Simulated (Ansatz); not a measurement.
Results of PBE0 (Ansatz, a first-principles code, plane waves, PAW) for NaCaH3 (model structure, started from the KMgH3 type, Pm-3m, No. 221, 5 atoms in the cell).

From the output:

```
WARN output.stress: scf.exx.energy_threshold = 1e-6 eV is looser than the 5e-8 eV advised for a stress under a hybrid functional (1e-8 eV for each atom of the …
Crystal: 5 atoms, lattice volume = 80.304 Å³
Basis set: ecut = 460 eV, 1791 PW (Γ), exchange–correlation on 64×64×64 points (8 copies of the dense FFT grid, shifted against one another)
Bands: 16, of which v1, the nominal top of the filled ones, is band 11 counted from 1 (10 counted from 0)
Symmetry: 48 space group operations
Space group: Pm-3m (ITA 221), of the structure as read, at distance tolerance 4.3e-5 Å
k-points: 20 of 216
Functional: x = pbe(κ = 0.804, μ = 0.2195149727645171), c = pbe(β = 0.06672455060314922), warm-up for x = 0.75 pbe(κ = 0.804, μ = 0.2195149727645171) + 0.25 exact, c = pbe(β = 0.06672455060314922)
SCF iter   1: F=—  HF=-3352.143674 eV  |F-HF|=—  |Δ(HF+E_count)|=         —  Δρ=1.28e-3  dr2=3.03e-3
SCF iter   2: F=-3352.143054 eV  HF=-3352.143050 eV  |F-HF|=3.24e-6  |Δ(HF+E_count)|=   6.24e-4  Δρ=7.16e-4  dr2=3.51e-4
Crystal: 5 atoms, lattice volume = 80.304 Å³
Initial density: handed on by an earlier stage of this run
Functional: x = 0.75 pbe(κ = 0.804, μ = 0.2195149727645171) + 0.25 exact, c = pbe(β = 0.06672455060314922)
  ...
Crystal: 5 atoms, lattice volume = 80.304 Å³
SCF iter   5: F=—  HF=-3353.722663 eV  |F-HF|=—  |Δ(HF+E_count)|=   2.42e-8  Δρ=1.64e-6  dr2=1.94e-9
SCF iter   6: F=-3353.722663 eV  HF=-3353.722663 eV  |F-HF|=1.82e-12  |Δ(HF+E_count)|=  8.75e-10  Δρ=1.62e-7  dr2=1.99e-10
SCF 3 converged in 6 iterations: F = -3353.722663 eV  dr2 = 1.99e-10
Free energy (F): -3353.722663 eV
Internal energy: -3353.722663 eV  (E = F + TS)
E sigma→0 (E₀):  -3353.722663 eV
Fermi energy:    2.046630 eV
--- Stress (GPa, compression-positive) ---
        0.752480       0.000000       0.000000
       -0.000000       0.752480       0.000000
        0.000000       0.000000       0.752480
  P = ⅓ Tr σ = 0.7525 GPa (7.525 kbar)
```

Task: Write an input file that could have produced this run (the log leaves some choices open).

Result: This is not unique; one that fits is 
Ansatz 0.2 input:
```yaml
crystal:
  lattice:
    - [4.3143291332, 0.0, 0.0]
    - [0.0, 4.3143291332, 0.0]
    - [0.0, 0.0, 4.3143291332]
  atoms:
    - { symbol: Na, position: [0.0, 0.0, 0.0] }
    - { symbol: Ca, position: [0.5, 0.5, 0.5] }
    - { symbol: H, position: [0.5, 0.0, 0.5] }
    - { symbol: H, position: [0.0, 0.5, 0.5] }
    - { symbol: H, position: [0.5, 0.5, 0.0] }
basis:
  ecutwfc: 460
  ecutrho_ratio: 4
  xc_grid: 2
kpoints:
  mp_grid: { grid: [6, 6, 6] }
hamiltonian:
  xc: pbe0
  dispersion: none
  pseudopotentials: { kind: paw }
scf:
  occupations: { method: fermi_dirac, width: 0.01 }
  convergence: { dr2_threshold: 0.0000000005 }
output:
  forces: true
  stress: true
  eigenvalues: true
```

The PAW data were made under PBE.

Note: the relaxation could raise the start's symmetry but not lower it, so the cell can be a saddle point. Note: cell and atoms aren't relaxed at this level (pressure 0.8 GPa).

A model structure was made by putting elements into a prototype or built by hand; it is no filed structure, need not be a known phase, and can be a saddle point held by its symmetry.
